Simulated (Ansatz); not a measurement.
## MgS: response to strain

Start from MgS in the rock salt structure (space group Fm-3m, No. 225; a = 5.1292 Å). Axes: x, y, z lie along the cube axes.

Strains are applied to the cell and any free atomic positions relax; under biaxial strain the out-of-plane vector relaxes too.

Method: Ansatz (an electronic-structure program) LDA, no spin-orbit coupling.

Notes on the quantities. pressure: mean of the normal stresses, compression positive.

```json
[
 {"case": "base", "shortest interatomic distance": "2.565 Å", "pressure": "0.00 GPa", "band gap": "2.65 eV", "smallest direct gap": "3.83 eV"},
 {"case": "biaxial strain −2.50 %, plane normal [111], relaxed out of plane", "shortest interatomic distance": "2.535 Å", "pressure": "3.26 GPa", "band gap": "2.55 eV", "smallest direct gap": "3.94 eV"},
 {"case": "biaxial strain −2.08 %, plane normal [111], relaxed out of plane", "shortest interatomic distance": "2.540 Å", "pressure": "2.67 GPa", "band gap": "2.57 eV", "smallest direct gap": "3.93 eV"},
 {"case": "biaxial strain −1.25 %, plane normal [111], relaxed out of plane", "shortest interatomic distance": "2.549 Å", "pressure": "1.56 GPa", "band gap": "2.61 eV", "smallest direct gap": "[?]"},
 {"case": "biaxial strain −0.83 %, plane normal [111], relaxed out of plane", "shortest interatomic distance": "2.554 Å", "pressure": "[?]", "band gap": "2.63 eV", "smallest direct gap": "3.88 eV"},
 {"case": "biaxial strain −0.42 %, plane normal [111], relaxed out of plane", "shortest interatomic distance": "2.559 Å", "pressure": "0.51 GPa", "band gap": "2.64 eV", "smallest direct gap": "3.85 eV"},
 {"case": "biaxial strain +0.42 %, plane normal [111], relaxed out of plane", "shortest interatomic distance": "2.570 Å", "pressure": "-0.49 GPa", "band gap": "2.59 eV", "smallest direct gap": "[?]"},
 {"case": "biaxial strain +1.25 %, plane normal [111], relaxed out of plane", "shortest interatomic distance": "2.580 Å", "pressure": "-1.42 GPa", "band gap": "2.49 eV", "smallest direct gap": "3.55 eV"},
 {"case": "biaxial strain +2.08 %, plane normal [111], relaxed out of plane", "shortest interatomic distance": "2.590 Å", "pressure": "-2.30 GPa", "band gap": "2.38 eV", "smallest direct gap": "3.37 eV"},
 {"case": "biaxial strain +2.50 %, plane normal [111], relaxed out of plane", "shortest interatomic distance": "2.596 Å", "pressure": "-2.72 GPa", "band gap": "2.32 eV", "smallest direct gap": "3.28 eV"}
]
```

Problem. What belongs in the blanks?

Solution. 
- biaxial strain −1.25 %, plane normal [111], relaxed out of plane, smallest direct gap: 3.90 eV
- biaxial strain −0.83 %, plane normal [111], relaxed out of plane, pressure: 1.02 GPa
- biaxial strain +0.42 %, plane normal [111], relaxed out of plane, smallest direct gap: 3.73 eV

No phonon test of stability was made.
